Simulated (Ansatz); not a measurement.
Abridged Ansatz (an electronic-structure program) output:

```
Relaxation: its limit of steps is 50 (relax.max_steps)
Pseudopotential: K, paw, valence charge 9
Pseudopotential: Sr, paw, valence charge 10
Pseudopotential: Cl, paw, valence charge 7
Crystal: 5 atoms, lattice volume = 169.774 Å³
Basis set: ecut = 420 eV, 3299 PW (Γ), exchange–correlation on 80×108×80 points (8 copies of the dense FFT grid, shifted against one another)
Bands: 25, of which v1, the nominal top of the filled ones, is band 20 counted from 1 (19 counted from 0)
Symmetry: 8 space group operations
k-points: 52 of 216
Functional: x = pbe(κ = 0.804, μ = 0.2195149727645171), c = pbe(β = 0.06672455060314922)
SCF iter   1: F=—  HF=-8331.426118 eV  |F-HF|=—  |Δ(HF+E_count)|=         —  Δρ=2.45e-4  dr2=1.43e-4  ethr=1.77e-3  ⟨swp⟩=11.6  Hψ=8583  notcnv=0
SCF iter   2: F=—  HF=-8331.426539 eV  |F-HF|=—  |Δ(HF+E_count)|=   4.21e-4  Δρ=1.57e-4  dr2=8.80e-5  ethr=3.58e-7  ⟨swp⟩=3.6  Hψ=3800  notcnv=0  defer=9
SCF 1 converged in 6 iterations: F = -8331.426481 eV  dr2 = 8.37e-9
relax step   1: F+E_penalty+E_count = -8331.42648082 eV  Δ(F+E_penalty+E_count) = +0.000e0 eV  max|allowed force component| = 2.747e-29 eV/Å  Δτ_max = 0.0000 Å  P = +1.871 GPa  Ω = 169.774 Å³  fix = [a, b, gamma]  reactions: a +3.446, b +1.451 GPa  (6 SCF iters, dr2 threshold 1.00e-7 eV, accepted)
[... steps on the carried basis left out ...]
relax step   4: F+E_penalty+E_count = -8331.43307020 eV  Δ(F+E_penalty+E_count) = -2.424e-6 eV  max|allowed force component| = 1.908e-29 eV/Å  Δτ_max = 0.0000 Å  P = +1.419 GPa  Ω = 172.763 Å³  energy of the carried Pulay correction = -2.868e-5 eV  fix = [a, b, gamma]  reactions: a +3.282, b +0.973 GPa  (5 SCF iters, dr2 threshold 5.48e-10 eV, accepted)
Crystal: 5 atoms, lattice volume = 172.763 Å³
SCF iter   1: F=—  HF=-8331.433145 eV  |F-HF|=—  |Δ(HF+E_count)|=         —  Δρ=1.12e-5  dr2=1.27e-8  ethr=1.11e-7  ⟨swp⟩=4.4  Hψ=13107  notcnv=0
SCF iter   2: F=—  HF=-8331.433101 eV  |F-HF|=—  |Δ(HF+E_count)|=   4.39e-5  Δρ=5.76e-6  dr2=3.58e-9  ethr=3.18e-11  ⟨swp⟩=3.4  Hψ=3341  notcnv=0
SCF 5 converged in 5 iterations: F = -8331.433104 eV  dr2 = 1.13e-12
SCF converged after 5 iterations
Free energy (F): -8331.433104 eV
Internal energy: -8331.433104 eV  (E = F + TS)
E sigma→0 (E₀):  -8331.433104 eV
Fermi energy:    3.258638 eV
--- Forces (eV/Å), atoms counted from 1 ---
  atom   1  K      0.00000000    -0.00000000     0.00000000
  atom   2  Sr    -0.00000000     0.00000000     0.00000000
  atom   3  Cl    -0.00000000    -0.00000000     0.00000000
  atom   4  Cl    -0.00000000    -0.00000000     0.00000000
  atom   5  Cl    -0.00000000     0.00000000     0.00000000
--- Stress (GPa, compression-positive) ---
        3.281780       0.000000       0.000000
        0.000000       0.973032      -0.000000
        0.000000      -0.000000       0.001515
  P = ⅓ Tr σ = 1.4188 GPa (14.188 kbar)
--- Relaxed structure (4 steps of the walk, 4 accepted, 1 SCFs on fresh bases) ---
  cell:  # Å, volume = 172.7631 Å³
    - [5.4042528844, -5.579305376685155e-111, 1.1654075815137349e-32]
    - [-7.890329332316475e-111, 7.6427677236, 1.594969555612721e-33]
    - [8.863920443426587e-33, 3.8213838618, 4.182776592080766]
  atoms:
    - { symbol: K, position: [3.6194135293989484e-37, -1.5749611379691188e-36, -2.1307229808294626e-48] }
    - { symbol: Sr, position: [0.5, 0.5000000000000001, -2.0526832973508063e-48] }
    - { symbol: Cl, position: [0.5, 0.5, 0.5000000000000001] }
    - { symbol: Cl, position: [-6.506591857400698e-35, 0.5000000000000001, -2.0954475327122814e-48] }
    - { symbol: Cl, position: [0.5, 0.0, 0.5000000000000001] }
```

**Question.** What was computed, and what are the main results?

**Answer.** KSrCl3, 5 atoms in the cell, with Kohn–Sham DFT with the PBE functional, run in Ansatz with PAW and 420 eV plane waves, without spin-orbit coupling. The last SCF converged to F = -8331.433104 eV, or -1666.2866 eV per atom, at a pressure of 1.42 GPa. The total energy compares only with runs of the same code, potentials and settings.

The cells carry an imposed strain or load. Stability against distortions was not tested. The cell was made from KSrCl3 in the cubic perovskite structure (space group Pm-3m, No. 221; a hypothetical phase, not in the database extracts checked) by this change: biaxial strain −4.80 %, plane normal [110], relaxed out of plane. Many cubic perovskites are stable only at high temperature; tilts and polar distortions were not tested.

Keys are those of Ansatz 0.2.
